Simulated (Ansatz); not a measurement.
System: CdS (Fm-3m, No. 225, 4 atoms in the cell; start mp-1181862; high-pressure phase). Method: r²SCAN+rVV10 (plane waves, PAW; Ansatz, a first-principles code).

Settings: plane-wave cutoff 560 eV, 10×6×10 k mesh (along the axes of the cell as run), Fermi–Dirac smearing 0.01 eV, scalar-relativistic PAW data made under PBE.

Cell (relaxed at this level):

```yaml
crystal:
  lattice:
    - [3.83844, 0.00000, 0.00000]
    - [0.00000, 5.42831, 0.00000]
    - [0.00000, 0.00000, 3.83837]
  atoms:
    - { symbol: Cd, position: [0.50000, 0.50000, 0.24997] }
    - { symbol: Cd, position: [0.00000, 0.00000, 0.75003] }
    - { symbol: S, position: [0.50000, 0.00000, 0.25000] }
    - { symbol: S, position: [0.00000, 0.50000, 0.75000] }
```

What does this level give for the band gap?


- band gap: 0.73 eV (on the SCF k mesh)

Note: the relaxation could not lower the start's symmetry, so the cell can be a saddle point above a distorted one.

Spin–orbit coupling is not included.

Cost on a shared machine: about 2.7 core-minutes (a rough figure).

A start named mp-… is a Materials Project structure, which need not be a measured phase.
